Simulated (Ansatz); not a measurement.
The starting structures come from a database of crystals and need not be the phases stable at ambient conditions.

 Where the default PAW files enter, the runs use the earlier of Ansatz's two default sets.

Inside the gap of an insulator the Bloch states are evanescent, with a wavenumber k + iκ along the transport direction.

```yaml
crystal:
  lattice:
    - [4.92022, 0.00000, 0.00000]
    - [0.00000, 8.76521, 0.00000]
    - [2.46011, 0.00000, 4.26104]
  atoms:
    - { symbol: Na, position: [0.00000, 0.75000, 0.00000] }
    - { symbol: Na, position: [0.00000, 0.25000, 0.00000] }
    - { symbol: Na, position: [0.33333, 0.41978, 0.33333] }
    - { symbol: Na, position: [0.66667, 0.58022, 0.66667] }
    - { symbol: Na, position: [0.66667, 0.91978, 0.66667] }
    - { symbol: Na, position: [0.33333, 0.08022, 0.33333] }
    - { symbol: P, position: [0.33333, 0.75000, 0.33333] }
    - { symbol: P, position: [0.66667, 0.25000, 0.66667] }
```

Space group of this cell: P6_3/mmc. The cell is taken as given.

Transport runs along the normal of the first two printed cell vectors, the (100) plane of the conventional cell.

The gap is the functional's own. No spin-orbit coupling. Mid-gap values are interpolated on the energy grid.

Question: Give the band gap and the smallest decay constant κ at mid-gap that PBEsol run with Ansatz (an electronic-structure program) yields.

Answer: Gap 0.45 eV on a 8×4×8 mesh; κ = 0.047 1/Å, at the zone centre.
